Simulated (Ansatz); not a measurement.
For AlCr₂C (P6₃/mmc, No. 194; start mp-9956), LDA in Ansatz (plane waves, PAW) gives:

| Property | Result |
|---|---|
| lattice parameter a | 2.791 Å |
| c axis length | 12.478 Å |

Question: What does PBE-D4 (plane waves, PAW; Ansatz, a quantum-chemistry and plane-wave program) give for the same quantities?

Answer: 
- lattice constant a: 2.814 Å (grows by 0.8 %)
- lattice parameter c: 12.594 Å (grows by 0.9 %)

Changes are worked out from the printed values.

Unless a cell is named, each level is at its own relaxed cell (LDA 10.52, PBE-D4 10.80 Å³/atom).

The crystal itself was run without spin with LDA, PBE-D4.

Caveats: the relaxation could not lower the start's symmetry, so the cell can be a saddle point above a distorted one (LDA, PBE-D4). Ansatz's density-functional and Hartree–Fock values are scalar-relativistic unless marked +SOC, with PAW data made under PBE.

A start named mp-… is a Materials Project structure, which can be a computed phase never made.
